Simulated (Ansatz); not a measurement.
Functionals compared on a constructed model of the (111) surface of fcc Ni, ferromagnetic, a pseudomorphic layer of Os in the host's stacking (bottom of the slab: a bare face, its two planes held), in Ansatz (plane waves, PAW). The structure was relaxed with PBE; the other rows are single points on it. Cutoff 420 eV.

Slab: 7 atoms, 12.6 Å thick at the start; k 17x17x1, smearing 0.1 eV, dipole-corrected; 2 atoms held, the rest relaxed; start symmetry kept, larger cells not searched; spin-polarised, ending with about 3.4 μB a cell; orders that need a larger cell were not tried, no spin-orbit, no U. It is one candidate, not shown to be the stable structure of the face. These notes are the PBE run's.

```json
[
 {"functional": "PBE", "work function of the top face (eV)": "5.38", "magnetic moment of the cell (μB)": "3.44", "rough cost of the single point": "–"},
 {"functional": "RPBE", "work function of the top face (eV)": "[?]", "magnetic moment of the cell (μB)": "3.51", "rough cost of the single point": "roughly 2.5 core-minutes"}
]
```

Q: What belongs in the gaps?

A: 
- RPBE, work function of the top face (eV): 5.25

Ansatz is an electronic-structure program.
